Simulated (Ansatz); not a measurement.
Levels about the gap of amorphous Ti20O43Ga2 (65 atoms in a cell of 842 Å³, 3.52 g/cm³; zone centre alone, so wide bands show as single levels with stretches between that a denser mesh fills), at the geometry that PBE relaxed, where it gives 0.0 GPa on a denser mesh. The participation number counts the atoms over which a state spreads; weights are charges in smoothed Voronoi cells. The levels come from a single point, so bond lengths are those of that geometry. Method of the levels: r2SCAN, scalar-relativistic without spin-orbit coupling (Ansatz, an electronic-structure program). Sampling: the zone centre alone; Fermi-Dirac width 0.02 eV; no spin polarisation. At PBE the levels at the filled edge of the gap are localised (band-tail or defect states).

Preparation: random packing, a CHGNet melt and quench, and a DFT relaxation. O atoms were pushed apart under 1.9 Å during the dynamics, to hinder bonds among them. The hot cell started wider than the set density and was brought back towards it in steps. It is the lowest in DFT energy of 2 quenches. It is a model cell: composition and starting density were chosen by hand, and all elements were melted together. No dispersion term was used. Its density started from a set value of 3.72 and ended at 3.52 g/cm³. The quench (nominally 360 K/ps over its main leg) was far faster than any real one, so the model tends to hold more defects than a real film. One small periodic cell is one sample of the glass; other quenches scatter about these values. Volume and shape were free in the relaxation.

| E - E(highest filled), eV | filling | participation number | largest on | weight O | weight Ti | weight Ga |
|---|---|---|---|---|---|---|
| -0.43 | filled | 22.3 | O, 2 neighbours | 0.93 | 0.07 | 0.00 |
| -0.41 | filled | 17.1 | O, 3 neighbours | 0.93 | 0.07 | 0.00 |
| -0.40 | filled | 20.2 | O, 2 neighbours | 0.92 | 0.07 | 0.00 |
| -0.29 | filled | 11.4 | O, 3 neighbours | 0.93 | 0.06 | 0.01 |
| -0.21 | filled | 12.9 | O, 2 neighbours | 0.92 | 0.08 | 0.00 |
| -0.15 | filled | 13.7 | O, 2 neighbours | 0.92 | 0.08 | 0.00 |
| 0.00 | filled | 6.4 | O, 2 neighbours | 0.93 | 0.07 | 0.00 |
| 2.98 | empty | 9.8 | Ti, 6 neighbours | 0.20 | 0.79 | 0.01 |
| 3.08 | empty | 10.0 | Ti, 6 neighbours | 0.20 | 0.78 | 0.02 |
| 3.15 | empty | 14.5 | Ti, 5 neighbours | 0.19 | 0.81 | 0.00 |
| 3.18 | empty | 9.6 | Ti, 6 neighbours | 0.17 | 0.83 | 0.00 |
| 3.28 | empty | 15.2 | Ti, 6 neighbours | 0.19 | 0.81 | 0.00 |
| 3.34 | empty | 15.9 | Ti, 5 neighbours | 0.18 | 0.82 | 0.00 |
| 3.36 | empty | 12.8 | Ti, 6 neighbours | 0.17 | 0.83 | 0.00 |

Most localised among these is the filled level at +0.00 eV, on a O atom, which has 2 neighbours (Ti 1.81 Å, Ti 1.86 Å).
